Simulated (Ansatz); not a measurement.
# SnTe: strain along the normal

SnTe (rock salt, Fm-3m, 32.304 Å³/atom and stress up to 0.01 GPa in the relaxed cell) under an equal strain ε in the (111) plane with the normal axis free, as in a coherent film. r2SCAN in Ansatz, a plane-wave DFT program (PAW, default set), 500 eV, 13×13×13 Γ-centred mesh, Fermi-Dirac smearing 0.05 eV; ions are relaxed, or left where forces stay under 0.02 eV/Å, within the symmetry of each cell.

Here s stands for strain and y for normal strain.

| strain (%) | normal strain (%) |
|---|---|
| -2.50 | ? |
| -1.25 | 1.18 |
| -0.83 | 0.78 |
| -0.42 | 0.40 |
| 0.00 | 0.00 |
| 0.42 | -0.40 |
| 0.83 | -0.78 |
| 1.25 | -1.16 |

Taking a straight line for y over the 7 complete rows: Means: s 0, y 0.003. About the means, the sum of products is -4.5558 and the sum of squares of s is 4.8556; the slope is their ratio. Least squares gives y = 0.003 - 0.9383·s. Residuals (row less fit): 0.004, -0.002, 0.003, -0.003, -0.009, -0.004, 0.010; standard error 0.007 (degrees of freedom: 5). The slope, -0.938 ± 0.003, is the elastic response of the normal axis.

Question: Estimate the missing y (s = -2.50); what did the run itself give?

Answer: y = 0.003 - 0.9383 × (-2.50) = 2.349%. The calculation gives 2.39%, 0.041% above the prediction (1.2 % of the range of y in the table). The row lies outside the fitted rows, so this is an extrapolation. From the scatter of the fitted rows alone, a prediction at this place has a standard error of 0.011%, so the miss is 3.7 times that.

A polynomial of degree 2 through the 12 other runs of the series gives 2.39 there, so most of the miss is curvature that the fit leaves out. This level leaves no gap over 0.05 eV at strain -2.50, -1.25, -0.83, -0.42, 0.83, 1.25 %. Spin-orbit coupling is left out, which can shift these values for the heavy elements here. SnTe stands in this structure, which distorts at low temperature. Rows are the converged runs of the series near zero and its far end; series whose fitted rows scatter by over a few per cent of the range, as at a crossing or softening among them, aren't shown in this form, nor equations of state whose B0' disagrees with the runs' pressures. Most that stay on the fit to the last digits aren't either.
